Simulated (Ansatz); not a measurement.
Si well of 8 atomic layers along [001] in random Si0.8Ge0.2, interfaces graded over 8 layers

Prepared with Tersoff's 1989 multicomponent potential (SiCGe.tersoff) in LAMMPS: minimisation. Geometry as solved with PBE, support functions at accuracy medium on the grid of 370 eV (Ansatz, a quantum-chemistry and plane-wave program).

```xyz
576
Lattice="16.58 0.00 0.00 0.00 16.58 0.00 0.00 0.00 43.96" Properties=species:S:1:pos:R:3 pbc="T T T"
Si     0.01     0.01     0.03
Si     1.38     1.40     1.39
Si     2.75     2.76    -0.01
Si     4.10     4.14     1.37
Si     2.75     0.05     2.76
Si     4.11     1.37     4.19
Si    -0.01     2.77     2.75
Si     1.37     4.13     4.14
Ge    -0.05     0.05     5.54
Si     1.37     1.44     6.93
Si     2.73     2.76     5.52
Ge     4.14     4.15     6.93
Ge     2.78     0.03     8.31
Si     4.18     1.42     9.71
Si    -0.01     2.78     8.31
Si     1.37     4.16     9.68
Si    -0.01     0.00    11.06
Si     1.38     1.39    12.41
Si     2.76     2.78    11.04
Si     4.12     4.17    12.39
Si     2.72     0.02    13.81
Si     4.11     1.36    15.18
Si     0.02     2.79    13.76
Si     1.41     4.13    15.13
Si     0.03    -0.02    16.56
Si     1.39     1.38    17.91
Si     2.76     2.76    16.54
Si     4.14     4.15    17.89
Si     2.77     0.00    19.26
Si     4.14     1.38    20.63
Si     0.00     2.75    19.27
Si     1.38     4.14    20.62
Si     0.01     0.00    21.98
Si     1.38     1.38    23.36
Si     2.76     2.76    21.99
Si     4.15     4.14    23.35
Si     2.76    -0.01    24.72
Si     4.14     1.38    26.09
Si     0.01     2.77    24.72
Si     1.39     4.16    26.07
Si     0.01     0.00    27.47
Si     1.39     1.38    28.83
Si     2.74     2.75    27.43
Ge     4.12     4.13    28.86
Si     2.78     0.02    30.19
Si     4.14     1.38    31.58
Si     0.05     2.77    30.21
Si     1.39     4.16    31.59
Si     0.00    -0.01    33.03
Si     1.39     1.37    34.36
Si     2.74     2.74    32.94
Ge     4.14     4.14    34.34
Si     2.77    -0.02    35.71
Si     4.17     1.35    37.07
Si     0.02     2.74    35.73
Si     1.34     4.18    37.07
Si    -0.04    -0.04    38.44
Ge     1.34     1.35    39.86
Ge     2.75     2.76    38.42
Ge     4.17     4.17    39.86
Si     2.78    -0.03    41.24
Si     4.14     1.38    42.59
Si    -0.03     2.79    41.25
Si     1.37     4.15    42.60
Si    -0.01     5.51     0.01
Si     1.39     6.88     1.36
Si     2.74     8.27    -0.01
Ge     4.13     9.69     1.37
Si     2.73     5.50     2.74
Ge     4.12     6.90     4.16
Ge     0.01     8.29     2.77
Si     1.39     9.69     4.19
Si     0.02     5.50     5.55
Si     1.36     6.90     6.93
Si     2.73     8.30     5.58
Si     4.13     9.65     6.94
Si     2.73     5.55     8.32
Si     4.13     6.92     9.67
Si     0.01     8.29     8.31
Si     1.39     9.66     9.69
Si     0.00     5.54    11.05
Si     1.38     6.92    12.42
Si     2.77     8.29    11.06
Si     4.13     9.68    12.42
Si     2.76     5.54    13.79
Si     4.13     6.91    15.17
Si     0.00     8.29    13.79
Si     1.38     9.67    15.16
Ge     0.00     5.52    16.53
Si     1.40     6.94    17.92
Si     2.76     8.30    16.54
Si     4.14     9.68    17.91
Si     2.76     5.53    19.27
Si     4.15     6.91    20.63
Si     0.00     8.30    19.27
Si     1.38     9.68    20.63
Si     0.00     5.52    21.98
Si     1.41     6.88    23.32
Si     2.77     8.29    21.98
Si     4.14     9.68    23.34
Si     2.77     5.52    24.71
Si     4.12     6.93    26.06
Ge     0.00     8.29    24.71
Si     1.43     9.67    26.09
Si     0.03     5.56    27.44
Si     1.38     6.93    28.83
Si     2.78     8.29    27.47
Si     4.14     9.67    28.85
Si     2.74     5.56    30.23
Si     4.14     6.93    31.58
Si     0.00     8.30    30.21
Si     1.38     9.68    31.58
Si     0.01     5.55    32.94
Si     1.39     6.92    34.30
Si     2.77     8.31    32.95
Si     4.13     9.70    34.32
Si     2.72     5.56    35.71
Si     4.11     6.92    37.07
Ge    -0.01     8.30    35.71
Si     1.41     9.70    37.10
Si    -0.02     5.53    38.47
Si     1.37     6.91    39.83
Si     2.75     8.29    38.47
Si     4.09     9.65    39.87
Si     2.73     5.55    41.23
Si     4.12     6.91    42.59
Si     0.02     8.27    41.23
Si     1.37     9.67    42.59
Si    -0.01    11.05     0.00
Si     1.33    12.40     1.41
Ge     2.72    13.79    -0.01
Ge     4.15    15.25     1.38
Si     2.73    11.06     2.80
Si     4.15    12.38     4.16
Si    -0.04    13.80     2.75
Ge     1.37    15.20     4.12
Si     0.00    11.06     5.54
Si     1.39    12.39     6.93
Ge     2.80    13.80     5.56
Si     4.20    15.21     6.93
Si     2.76    11.03     8.31
Si     4.12    12.43     9.68
Ge     0.01    13.84     8.28
Si     1.38    15.22     9.71
Si     0.03    11.01    11.09
Si     1.38    12.43    12.44
Si     2.73    13.79    11.05
Ge     4.15    15.20    12.42
Si     2.76    11.06    13.81
Si     4.15    12.44    15.17
Si     0.00    13.82    13.79
Si     1.38    15.19    15.17
Si     0.01    11.06    16.52
Si     1.38    12.44    17.89
Si     2.76    13.82    16.53
Si     4.14    15.19    17.90
Si     2.76    11.06    19.27
Si     4.15    12.44    20.62
Si     0.00    13.82    19.26
Si     1.38    15.20    20.62
Si     0.00    11.07    21.99
Si     1.39    12.43    23.35
Si     2.76    13.82    21.98
Si     4.14    15.20    23.35
Si     2.77    11.06    24.72
Si     4.12    12.45    26.09
Si     0.01    13.82    24.71
Si     1.38    15.21    26.09
Ge     0.00    11.06    27.46
Si     1.40    12.46    28.86
Si     2.76    13.83    27.46
Si     4.14    15.21    28.83
Si     2.76    11.06    30.22
Si     4.14    12.42    31.59
Si    -0.01    13.80    30.20
Ge     1.39    15.20    31.60
Si     0.00    11.06    32.95
Si     1.37    12.43    34.34
Si     2.78    13.78    32.99
Si     4.13    15.19    34.34
Si     2.76    11.07    35.71
Si     4.12    12.48    37.06
Si     0.01    13.81    35.71
Si     1.38    15.20    37.08
Si     0.04    11.09    38.44
Si     1.40    12.45    39.84
Si     2.76    13.84    38.47
Si     4.16    15.20    39.84
Si     2.74    11.05    41.22
Si     4.16    12.42    42.56
Si     0.00    13.82    41.20
Si     1.35    15.22    42.57
Si     5.56     0.03    -0.02
Si     6.94     1.37     1.37
Si     8.31     2.74     0.02
Si     9.72     4.11     1.36
Si     8.29    -0.02     2.74
Ge     9.68     1.38     4.15
Ge     5.52     2.75     2.78
Si     6.91     4.12     4.21
Si     5.52     0.02     5.54
Si     6.90     1.37     6.92
Si     8.28     2.76     5.58
Si     9.68     4.15     6.92
Si     8.27    -0.02     8.27
Ge     9.65     1.41     9.65
Si     5.56     2.74     8.32
Si     6.91     4.14     9.67
Si     5.57     0.02    11.04
Si     6.95     1.37    12.41
Si     8.28     2.80    11.07
Si     9.69     4.14    12.44
Si     8.30    -0.01    13.80
Si     9.69     1.38    15.16
Ge     5.52     2.76    13.79
Si     6.93     4.16    15.18
Si     5.49    -0.04    16.51
Ge     6.90     1.37    17.89
Si     8.32     2.78    16.51
Si     9.68     4.14    17.90
Si     8.31    -0.03    19.28
Si     9.67     1.38    20.63
Si     5.50     2.78    19.28
Si     6.91     4.15    20.62
Si     5.53     0.00    21.99
Si     6.91     1.39    23.34
Si     8.29     2.76    21.98
Si     9.67     4.14    23.34
Si     8.31     0.03    24.69
Si     9.67     1.39    26.08
Si     5.53     2.75    24.72
Si     6.93     4.12    26.06
Si     5.51     0.02    27.48
Si     6.92     1.39    28.83
Si     8.29     2.76    27.45
Si     9.66     4.14    28.83
Si     8.31     0.01    30.18
Si     9.67     1.38    31.58
Si     5.55     2.74    30.23
Si     6.92     4.15    31.56
Si     5.47    -0.01    32.97
Ge     6.91     1.38    34.33
Si     8.29     2.77    32.92
Ge     9.68     4.15    34.35
Si     8.31    -0.03    35.72
Si     9.67     1.37    37.08
Si     5.54     2.76    35.75
Si     6.91     4.14    37.11
Si     5.53     0.00    38.47
Si     6.91     1.37    39.84
Si     8.29     2.74    38.47
Si     9.69     4.11    39.82
Si     8.30     0.01    41.21
Si     9.68     1.38    42.59
Si     5.55     2.73    41.24
Si     6.89     4.09    42.64
Si     5.47     5.48    -0.02
Ge     6.86     6.88     1.37
Ge     8.31     8.31    -0.02
Si     9.67     9.69     1.43
Ge     8.31     5.47     2.79
Ge     9.71     6.93     4.20
Si     5.51     8.30     2.77
Ge     6.92     9.68     4.17
Si     5.56     5.54     5.55
Si     6.90     6.91     6.94
Si     8.29     8.29     5.61
Si     9.66     9.66     6.97
Si     8.27     5.50     8.28
Ge     9.67     6.90     9.68
Si     5.52     8.29     8.31
Si     6.89     9.68     9.68
Si     5.50     5.51    11.01
Ge     6.89     6.90    12.42
Si     8.28     8.34    11.05
Si     9.66     9.71    12.40
Si     8.31     5.51    13.81
Si     9.66     6.89    15.19
Si     5.47     8.30    13.80
Ge     6.91     9.68    15.17
Si     5.53     5.53    16.53
Si     6.90     6.90    17.91
Si     8.30     8.26    16.56
Si     9.65     9.66    17.93
Si     8.29     5.52    19.26
Si     9.67     6.91    20.64
Si     5.53     8.29    19.27
Si     6.91     9.67    20.63
Si     5.53     5.52    21.98
Si     6.90     6.90    23.35
Si     8.29     8.29    22.00
Si     9.68     9.68    23.35
Si     8.28     5.51    24.69
Ge     9.68     6.90    26.10
Si     5.50     8.27    24.69
Ge     6.90     9.67    26.09
Ge     5.56     5.55    27.44
Si     6.93     6.94    28.88
Si     8.30     8.30    27.52
Si     9.69     9.68    28.86
Si     8.30     5.53    30.21
Si     9.68     6.92    31.57
Si     5.53     8.31    30.22
Si     6.91     9.68    31.60
Si     5.53     5.52    32.91
Ge     6.91     6.91    34.33
Si     8.32     8.31    32.94
Si     9.72     9.66    34.30
Si     8.29     5.53    35.77
Si     9.70     6.90    37.10
Si     5.46     8.29    35.69
Ge     6.91     9.65    37.08
Si     5.52     5.55    38.42
Ge     6.89     6.94    39.82
Si     8.35     8.30    38.46
Si     9.69     9.69    39.84
Ge     8.30     5.49    41.24
Si     9.73     6.90    42.58
Si     5.48     8.32    41.24
Si     6.89     9.70    42.56
Si     5.55    11.08    -0.03
Si     6.94    12.43     1.35
Si     8.29    13.84    -0.01
Si     9.68    15.21     1.38
Si     8.30    11.08     2.75
Si     9.67    12.47     4.09
Ge     5.56    13.79     2.79
Si     6.91    15.26     4.15
Si     5.48    11.03     5.56
Ge     6.89    12.42     6.95
Ge     8.32    13.86     5.52
Si     9.72    15.23     6.94
Si     8.30    11.04     8.34
Si     9.68    12.45     9.68
Si     5.51    13.83     8.35
Si     6.92    15.20     9.68
Si     5.51    11.06    11.05
Si     6.90    12.44    12.40
Si     8.29    13.82    11.05
Si     9.65    15.17    12.45
Si     8.30    11.09    13.76
Si     9.65    12.46    15.15
Si     5.55    13.79    13.81
Si     6.91    15.20    15.16
Si     5.51    11.08    16.57
Si     6.91    12.45    17.91
Si     8.28    13.83    16.54
Si     9.68    15.19    17.90
Si     8.28    11.06    19.27
Si     9.67    12.44    20.62
Si     5.52    13.82    19.27
Si     6.91    15.20    20.63
Si     5.53    11.05    21.99
Si     6.91    12.43    23.35
Si     8.29    13.82    21.99
Si     9.67    15.21    23.34
Si     8.31    11.07    24.70
Si     9.69    12.43    26.09
Si     5.50    13.80    24.70
Ge     6.91    15.21    26.08
Si     5.47    11.06    27.46
Ge     6.90    12.43    28.84
Si     8.32    13.81    27.46
Si     9.67    15.19    28.83
Si     8.31    11.03    30.24
Si     9.68    12.42    31.61
Si     5.48    13.82    30.21
Ge     6.90    15.21    31.58
Si     5.53    11.06    32.96
Si     6.89    12.47    34.31
Si     8.31    13.81    32.97
Si     9.68    15.19    34.35
Ge     8.33    11.08    35.67
Si     9.74    12.44    37.08
Si     5.52    13.84    35.70
Si     6.89    15.22    37.07
Ge     5.48    11.08    38.50
Si     6.91    12.45    39.88
Ge     8.30    13.83    38.46
Si     9.68    15.25    39.83
Si     8.29    11.05    41.21
Si     9.63    12.45    42.59
Si     5.53    13.83    41.22
Si     6.92    15.22    42.58
Si    11.05     0.02     0.02
Si    12.44     1.38     1.39
Si    13.81     2.77     0.02
Si    15.20     4.14     1.39
Si    13.81     0.01     2.76
Si    15.16     1.43     4.11
Si    11.10     2.78     2.76
Si    12.45     4.14     4.17
Si    11.10     0.00     5.56
Si    12.46     1.39     6.92
Si    13.82     2.77     5.54
Si    15.20     4.15     6.92
Si    13.81     0.01     8.31
Si    15.21     1.38     9.67
Si    11.09     2.79     8.27
Si    12.46     4.13     9.67
Ge    11.07    -0.01    11.07
Si    12.47     1.40    12.44
Si    13.84     2.76    11.05
Si    15.21     4.16    12.41
Si    13.81    -0.02    13.79
Ge    15.21     1.39    15.17
Si    11.07     2.76    13.80
Si    12.44     4.15    15.16
Si    11.06     0.00    16.53
Si    12.43     1.38    17.90
Si    13.79     2.78    16.56
Si    15.19     4.12    17.93
Si    13.82     0.00    19.26
Si    15.20     1.38    20.63
Si    11.05     2.76    19.27
Si    12.44     4.15    20.63
Si    11.06     0.00    21.99
Si    12.42     1.41    23.34
Si    13.82     2.77    21.99
Si    15.20     4.15    23.36
Ge    13.82     0.00    24.72
Si    15.24     1.40    26.10
Si    11.05     2.77    24.72
Si    12.44     4.14    26.08
Si    11.01    -0.03    27.43
Ge    12.43     1.37    28.81
Si    13.83     2.77    27.42
Ge    15.22     4.16    28.83
Si    13.84    -0.03    30.19
Ge    15.22     1.38    31.60
Si    11.01     2.76    30.20
Ge    12.42     4.17    31.58
Si    11.03     0.01    32.98
Si    12.43     1.36    34.35
Si    13.78     2.75    32.98
Ge    15.20     4.15    34.35
Si    13.82    -0.01    35.71
Si    15.20     1.37    37.08
Si    11.08     2.74    35.74
Si    12.44     4.14    37.09
Si    11.05    -0.01    38.43
Ge    12.44     1.40    39.81
Si    13.86     2.79    38.44
Si    15.20     4.15    39.85
Ge    13.86    -0.02    41.24
Si    15.23     1.41    42.64
Si    11.04     2.77    41.23
Si    12.45     4.14    42.58
Si    11.07     5.50    -0.02
Ge    12.46     6.89     1.39
Si    13.87     8.28     0.00
Si    15.20     9.70     1.37
Si    13.85     5.49     2.80
Si    15.23     6.84     4.16
Si    11.05     8.31     2.75
Ge    12.46     9.69     4.12
Si    11.09     5.50     5.57
Si    12.44     6.87     6.96
Ge    13.86     8.24     5.55
Si    15.25     9.66     6.92
Si    13.84     5.52     8.32
Si    15.21     6.91     9.67
Si    11.07     8.29     8.29
Si    12.41     9.64     9.70
Si    11.08     5.49    11.06
Si    12.47     6.87    12.39
Si    13.83     8.28    11.04
Si    15.20     9.66    12.42
Si    13.83     5.52    13.79
Si    15.19     6.92    15.13
Ge    11.06     8.29    13.78
Si    12.48     9.69    15.15
Si    11.04     5.50    16.52
Ge    12.45     6.92    17.89
Si    13.86     8.32    16.50
Si    15.22     9.68    17.89
Si    13.84     5.51    19.29
Si    15.21     6.91    20.63
Si    11.03     8.31    19.29
Si    12.44     9.68    20.62
Si    11.06     5.53    22.00
Si    12.45     6.92    23.35
Si    13.82     8.29    21.98
Si    15.18     9.70    23.33
Si    13.82     5.53    24.72
Si    15.18     6.90    26.11
Si    11.08     8.32    24.70
Si    12.45     9.68    26.09
Si    11.09     5.50    27.49
Si    12.44     6.92    28.84
Si    13.81     8.29    27.47
Si    15.18     9.66    28.85
Si    13.83     5.58    30.22
Si    15.21     6.93    31.59
Si    11.06     8.29    30.21
Si    12.44     9.66    31.59
Si    11.06     5.60    32.97
Si    12.45     6.94    34.34
Si    13.83     8.30    32.96
Si    15.18     9.71    34.31
Si    13.79     5.55    35.73
Si    15.17     6.90    37.11
Si    11.06     8.29    35.71
Si    12.44     9.67    37.08
Si    11.06     5.51    38.46
Si    12.44     6.89    39.83
Si    13.79     8.27    38.45
Ge    15.22     9.68    39.83
Si    13.82     5.53    41.22
Si    15.22     6.89    42.59
Si    11.05     8.27    41.18
Ge    12.47     9.67    42.56
Ge    11.05    11.10     0.04
Si    12.48    12.49     1.41
Si    13.84    13.84     0.02
Si    15.20    15.22     1.39
Si    13.86    11.10     2.75
Si    15.20    12.44     4.17
Si    11.07    13.86     2.76
Si    12.44    15.22     4.15
Ge    11.01    11.09     5.54
Si    12.42    12.49     6.91
Si    13.81    13.83     5.52
Si    15.14    15.21     6.91
Ge    13.79    11.03     8.28
Ge    15.20    12.43     9.74
Si    11.06    13.83     8.31
Si    12.46    15.19     9.67
Si    11.06    11.07    11.04
Si    12.43    12.44    12.43
Si    13.80    13.84    11.09
Si    15.20    15.21    12.43
Si    13.84    11.07    13.78
Si    15.21    12.44    15.16
Si    11.05    13.81    13.80
Si    12.43    15.20    15.16
Ge    11.05    11.06    16.54
Si    12.47    12.47    17.92
Si    13.83    13.83    16.53
Si    15.21    15.20    17.90
Si    13.83    11.05    19.26
Si    15.21    12.44    20.62
Si    11.06    13.83    19.27
Si    12.44    15.21    20.63
Si    11.06    11.06    21.98
Si    12.43    12.45    23.35
Si    13.82    13.81    21.98
Si    15.23    15.18    23.33
Si    13.81    11.06    24.71
Si    15.20    12.44    26.04
Si    11.04    13.82    24.71
Si    12.39    15.20    26.08
Si    11.05    11.04    27.46
Si    12.41    12.40    28.86
Ge    13.80    13.81    27.46
Si    15.23    15.20    28.84
Si    13.81    11.04    30.22
Si    15.20    12.43    31.58
Si    11.02    13.78    30.20
Ge    12.43    15.18    31.60
Si    11.09    11.05    32.95
Si    12.46    12.43    34.34
Si    13.85    13.79    32.99
Si    15.21    15.19    34.36
Si    13.82    11.05    35.72
Si    15.21    12.43    37.08
Si    11.09    13.82    35.70
Si    12.45    15.20    37.08
Si    11.08    11.05    38.46
Si    12.47    12.43    39.81
Si    13.82    13.81    38.44
Si    15.21    15.15    39.81
Si    13.85    11.11    41.21
Si    15.22    12.46    42.60
Ge    11.06    13.83    41.21
Si    12.44    15.21    42.65
```
